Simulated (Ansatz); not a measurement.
The starting structures come from a database of crystals and need not be the phases stable at ambient conditions.

By PBEsol, the system below comes out a metal.

The ballistic (Sharvin) conductance counts the channels at the Fermi level: G/A = (e²/h) × channels of both spins per area.

```
YSe
1.0
    4.07065     0.00000     0.00000
    0.00000     4.07065     0.00000
    2.03533    -2.03533     2.87839
Y Se
1 1
Direct
  0.50000   0.50000   0.00000
  0.00000   0.00000   0.00000
```

Space group of this cell: Fm-3m, rock salt. The cell is taken as given; by PBEsol its mean pressure is -2.8 GPa.

The current flows along the normal of the first two printed cell vectors, the (001) plane of the conventional cell. No spin-orbit coupling; the value is a mean over 0.1 eV about the Fermi level.

Question: Estimate the ballistic conductance per area that PBEsol in Ansatz (a quantum-chemistry and plane-wave program) returns for this system.

Answer: 0.64 × 10¹⁵ S/m² for both spins.
